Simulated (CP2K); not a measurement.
Band structure of CdGa2Te4 (I-4, 7 atoms in the cell).

```
CELL_PARAMETERS angstrom
      7.28355     0.00000     0.00000
      2.14392     6.96087     0.00000
     -4.71373    -3.48043     4.32636
ATOMIC_POSITIONS crystal
  Cd 0.00000 0.00000 0.00000
  Ga 0.25000 0.75000 0.50000
  Ga 0.50000 0.50000 0.00000
  Te 0.11797 0.58953 0.98194
  Te 0.41047 0.39241 0.52844
  Te 0.60759 0.13603 0.01806
  Te 0.86397 0.88203 0.47156
```

Level of theory: LDA (Pade form), GPW, DZVP-MOLOPT-SR-GTH basis, GTH-PADE potentials (GTH_POTENTIALS) (CP2K).

Settings: CUTOFF = 600 Ry; REL_CUTOFF = 40 Ry; KPOINTS/SCHEME = MONKHORST-PACK 3 3 3; XC_FUNCTIONAL = PADE; Cd/BASIS_SET = DZVP-MOLOPT-SR-GTH; Cd/POTENTIAL = GTH-PADE-q12; Ga/BASIS_SET = DZVP-MOLOPT-SR-GTH; Ga/POTENTIAL = GTH-PADE-q13; Te/BASIS_SET = DZVP-MOLOPT-SR-GTH; Te/POTENTIAL = GTH-PADE-q6; METHOD = GPW; EPS_DEFAULT = 1e-11; EXTRAPOLATION = USE_GUESS; NGRIDS = 5.

The starting cell comes from a database of computed structures (which also holds hypothetical and non-ambient phases and stackings), without a prior relaxation at this level. Its lattice was rescaled by a random factor within 2.5 % of one. Spin-orbit coupling is off. Values carry the incompleteness of an atom-centred basis.

### Question
Predict the gap along the standard path and the places of the band edges.

### Answer
The gap along the path is 1.20 eV, direct at Γ to within 0.01 eV. Another conduction valley lies within 0.1 eV, so the order of the valleys is not sure.

Levels in eV from the top of the valence band on the SCF mesh, bands 28 to 32:
```
point     28     29     30     31    32
-----  -----  -----  -----  -----  ----
Γ      -1.91  -0.16   0.00   0.00  1.20
X      -1.02  -0.75  -0.55  -0.45  1.29
Y      -1.11  -0.82  -0.80  -0.59  1.63
S      -1.61  -1.54  -0.73  -0.52  1.83
Z      -1.44  -1.44  -0.96  -0.96  1.34
S1     -1.61  -1.54  -0.73  -0.52  1.83
N      -1.69  -1.27  -1.11  -0.50  2.43
P      -1.01  -0.99  -0.70  -0.68  1.83
Y1     -1.11  -0.82  -0.80  -0.59  1.63
```

Higher empty bands are left out: an atom-centred basis made for the valence describes them poorly.
